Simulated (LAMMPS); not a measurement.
MD of Ni3Al (L1_2) at zero pressure over temperature, 864 atoms; each row names its start.

Method: classical MD, pair style meam, file MoCoNiVFeAlCr_2nn.meam; code LAMMPS.

| T (K), start | state | volume | enthalpy | first peak of g(r), Al-Ni | coordination number of Al by Ni | D(Al) | D(Ni) |
|---|---|---|---|---|---|---|---|
| 100, crystal | crystal; no diffusion seen in 30 ps | 11.4152 ± 0.0001 Å³/atom | -4.5879 ± 0.0001 eV/atom | 2.53 Å, height 22.1 | 12.0 (counted to 3.42 Å) | - | - |
| 300, crystal | crystal; no diffusion seen in 30 ps | 11.4984 ± 0.0002 Å³/atom | -4.5354 ± 0.0001 eV/atom | 2.53 Å, height 13.5 | 12.0 (counted to 3.46 Å) | - | - |
| 990, crystal | crystal; no diffusion seen in 30 ps | 11.8158 ± 0.0004 Å³/atom | -4.3475 ± 0.0003 eV/atom | 2.54 Å, height 7.4 | 12.0 (counted to 3.42 Å) | - | - |
| 1240, crystal | crystal; no diffusion seen in 30 ps | 11.9450 ± 0.0009 Å³/atom | -4.2777 ± 0.0005 eV/atom | 2.54 Å, height 6.5 | 12.0 (counted to 3.50 Å) | - | - |
| 1480, crystal | crystal; no diffusion seen in 30 ps | 12.0813 ± 0.0006 Å³/atom | -4.2071 ± 0.0004 eV/atom | 2.55 Å, height 5.9 | 12.0 (counted to 3.46 Å) | - | - |
| 1980, crystal | crystal; no diffusion seen in 30 ps | 12.413 ± 0.001 Å³/atom | -4.0524 ± 0.0006 eV/atom | 2.55 Å, height 5.0 | 12.0 (counted to 3.46 Å) | - | - |
| 910, melt | slow or partial motion within 60 ps, no clear phase | 12.289 ± 0.004 Å³/atom | -4.174 ± 0.001 eV/atom | 2.52 Å, height 4.9 | 11.6 (counted to 3.38 Å) | - | - |
| 1480, melt | liquid | 12.836 ± 0.004 Å³/atom | -3.967 ± 0.001 eV/atom | 2.51 Å, height 4.0 | 11.3 (counted to 3.42 Å) | (6.4 ± 0.4) × 10^-6 cm²/s | (1.03 ± 0.06) × 10^-5 cm²/s |
| 1650, melt | liquid | 13.052 ± 0.006 Å³/atom | -3.8971 ± 0.0009 eV/atom | 2.51 Å, height 3.7 | 11.3 (counted to 3.46 Å) | (1.20 ± 0.02) × 10^-5 cm²/s | (1.76 ± 0.07) × 10^-5 cm²/s |
| 1820, melt | liquid | 13.265 ± 0.004 Å³/atom | -3.8307 ± 0.0007 eV/atom | 2.50 Å, height 3.7 | 11.1 (counted to 3.46 Å) | (2.31 ± 0.07) × 10^-5 cm²/s | (2.85 ± 0.05) × 10^-5 cm²/s |
| 2060, melt | liquid | 13.589 ± 0.002 Å³/atom | -3.7350 ± 0.0004 eV/atom | 2.50 Å, height 3.4 | 11.0 (counted to 3.54 Å) | (3.9 ± 0.2) × 10^-5 cm²/s | (4.80 ± 0.08) × 10^-5 cm²/s |
| 2310, melt | liquid | 13.939 ± 0.002 Å³/atom | -3.6394 ± 0.0006 eV/atom | 2.51 Å, height 3.0 | 10.8 (counted to 3.54 Å) | (4.9 ± 0.2) × 10^-5 cm²/s | (6.5 ± 0.5) × 10^-5 cm²/s |

Measured melting point: 1658 K (Wikipedia, Nickel aluminide; one source, unchecked).

Caution (row 910, melt): enthalpy drifts during the constant-pressure average: a transition or slow ageing; fluctuation values are void.

Caution (rows 1480, melt; 1650, melt; 1820, melt): this liquid lies under the melting point of about 2000 K that MEAM MoCoNiVFeAlCr_2nn.meam gives, so it is undercooled.

From the crystal rows between 100 and 300 K, estimate the mean linear expansion coefficient and the heat capacity. The slope of ln V over three gives 12 × 10^-6 /K, and dH/dT = 3.0 kB/atom. Nuclei are classical here, so the heat capacity stays near 3 kB/atom, where a real crystal's falls off below its Debye temperature.

Fit an Arrhenius law to the diffusion of Al in the liquid. ln D against 1/T from 1480 to 2310 K gives an activation energy of 0.75 eV and D0 = 0.0024 cm²/s.

Fit an Arrhenius law to the diffusion of Ni in the liquid. ln D against 1/T from 1480 to 2310 K gives an activation energy of 0.67 eV and D0 = 0.0020 cm²/s.

States go by the mean squared displacement: a species diffuses where it passes 1.5 Å², still rises and gives D over 1e-6 cm²/s; a crystal has left its structure where atoms lie 0.35 Å off their sites on average or a cubic box changes its shape by 3 %, or the axial ratios of another lie 8 % off the starting cell's, which the potential's own relaxation can also do.

Errors of D are the spread over four groups of atoms in one short run; a floor of about 5 %, a picked value, is safer.

Errors shown are sampling errors alone.
